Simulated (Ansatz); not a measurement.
Density of states of RbLaMg6 (Amm2, 8 atoms in the cell).

```xyz
8
Lattice="5.4278 0.0000 0.0000 0.0000 3.6156 6.0310 0.0000 -3.6156 6.0310" Properties=species:S:1:pos:R:3 pbc="T T T"
Rb     0.0000     0.0000     1.7948
La     2.7139     0.0000     4.1326
Mg     2.7139     1.5572     7.0625
Mg     2.7139    -1.5572     7.0625
Mg     2.7139     0.0000    10.2054
Mg     0.0000     1.7965     4.9728
Mg     0.0000    -1.7965     4.9728
Mg     0.0000     0.0000     8.0449
```

Method of the run: PBEsol, default PAW files made with PBE (plane waves; Ansatz, an electronic-structure program).

SCF settings: kpoints.mp_grid.grid = 6 5 5; hamiltonian.xc = pbesol; hamiltonian.pseudopotentials = {kind: paw} (the program's default PAW files); scf.occupations.method = cold; scf.occupations.width = 0.2 eV. Keys of the DOS step: output.dos.nscf_kmesh.grid = 9 8 8; output.dos.method = {smearing: {sigma: 0.1}} eV.

The starting cell comes from a database of computed structures (which also holds hypothetical and non-ambient phases and stackings), without a prior relaxation at this level.

Total DOS (both spins), as means of the tabulated values in each energy bin; the zero is the program's Fermi level or highest filled level, and the curve is cut to this window:

| E (eV) | states/eV/cell |
|---|---|
| -7.88 | 0.00 |
| -7.62 | 0.00 |
| -7.38 | 0.00 |
| -7.12 | 0.00 |
| -6.88 | 0.00 |
| -6.62 | 0.00 |
| -6.38 | 0.00 |
| -6.12 | 0.00 |
| -5.88 | 0.00 |
| -5.62 | 0.01 |
| -5.38 | 0.36 |
| -5.12 | 0.81 |
| -4.88 | 1.18 |
| -4.62 | 1.66 |
| -4.38 | 1.61 |
| -4.12 | 1.68 |
| -3.88 | 2.08 |
| -3.62 | 2.21 |
| -3.38 | 2.15 |
| -3.12 | 2.34 |
| -2.88 | 2.42 |
| -2.62 | 3.37 |
| -2.38 | 3.39 |
| -2.12 | 3.42 |
| -1.88 | 3.44 |
| -1.62 | 3.44 |
| -1.38 | 3.38 |
| -1.12 | 3.71 |
| -0.88 | 4.52 |
| -0.62 | 4.69 |
| -0.38 | 5.36 |
| -0.12 | 6.75 |
| 0.12 | 5.68 |
| 0.38 | 5.28 |
| 0.62 | 5.41 |
| 0.88 | 6.44 |

Around zero the curve holds about 6.2 states/eV/cell.

Keys are those of Ansatz 0.2.
